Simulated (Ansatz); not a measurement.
An Ansatz (an electronic-structure program) input (LDA (Ansatz, PAW, spin-orbit coupling left out)):

Ansatz 0.2 input:
```yaml
crystal:
  lattice:
    - [0, 2.7919575343, 2.7919575343]
    - [2.7919575343, 0, 2.7919575343]
    - [2.7919575343, 2.7919575343, 0]
  atoms:
    - { symbol: Cd, position: [0, 0, 0] }
    - { symbol: S, position: [0.25, 0.25, 0.25] }
basis: { ecutwfc: 420, ecutrho_ratio: 4, xc_grid: 2, fft_grid_basis: typed }
kpoints: { mp_grid: { grid: [10, 10, 10] } }
hamiltonian:
  xc: lda
  dispersion: none
  pseudopotentials: { kind: paw }
scf: { occupations: { method: fermi_dirac, width: 0.05 }, convergence: { dr2_threshold: 0.0000000002 } }
relax: { f_tol: 0.005, max_steps: 50 }
output: { forces: true, stress: true }
checkpoint: { write: state.ck, write_every: 1000 }
```

Q: Which symmetry and how many k-points will the program report, and about how many plane waves at Γ?

A: Space group F-43m (ITA 216) with 24 operations, k-points 47 of 1000, and 869 plane waves at Γ.

Q: And the final pressure?

A: 7.67 GPa (compression positive).

The cells carry an imposed strain or load. Stability against distortions was not tested. The cell was made from CdS in the zinc blende structure (space group F-43m, No. 216) by this change: isotropic strain −3.00 %.
